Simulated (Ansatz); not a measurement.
## A computed series for CsPbCl3: pressure series

Start from CsPbCl$_{3}$ (space group Amm2, No. 38; a cell from a computed database, its experimental status unchecked).

```
CsPbCl3
1.0
    5.75397     0.00000     0.00000
    0.00000     5.56489     5.56500
    0.00000    -5.56489     5.56500
Cs Pb Cl
2 2 6
Direct
  0.50000   0.99342   0.99342
  0.50000   0.49080   0.49080
  0.00000   0.49304   0.99252
  0.00000   0.99252   0.49304
  0.00000   0.68336   0.30214
  0.00000   0.30214   0.68336
  0.50000   0.99294   0.49246
  0.50000   0.49246   0.99294
  0.00000   0.80305   0.80305
  0.00000   0.18427   0.18427
```

Cell and atoms are relaxed at each pressure.

Calculations: r2SCAN (Ansatz, a quantum-chemistry and plane-wave program, PAW, no spin-orbit coupling), earlier PAW set.

Notes on the quantities. enthalpy: H = E + PV relative to the base's energy.

| change | width of the top valence band | band gap | enthalpy |
|---|---|---|---|
| base | 1.70 eV | 2.67 eV | – |
| pressure −1 GPa | 1.54 eV | 2.81 eV | -0.23 eV/atom |
| pressure 3 GPa | 1.91 eV | 2.36 eV | +0.63 eV/atom |
| pressure 7 GPa | 1.59 eV | 2.33 eV | +1.39 eV/atom |
| pressure 15 GPa | 1.39 eV | 1.20 eV | +2.72 eV/atom |
| pressure 30 GPa | 0.80 eV | 1.24 eV | +4.86 eV/atom |
| pressure 50 GPa | 1.07 eV | 0.81 eV | +7.34 eV/atom |
| pressure 75 GPa | 1.21 eV | 0.59 eV | +10.09 eV/atom |

With Pb present, leaving out spin-orbit coupling can change the band edges. Load acts through the strain it causes; cell and atoms are relaxed under it. Whether these cells are dynamically stable was not tested. Competing high-pressure phases were not computed. This is not the structure that CsPbCl3 has at room temperature and ambient pressure.
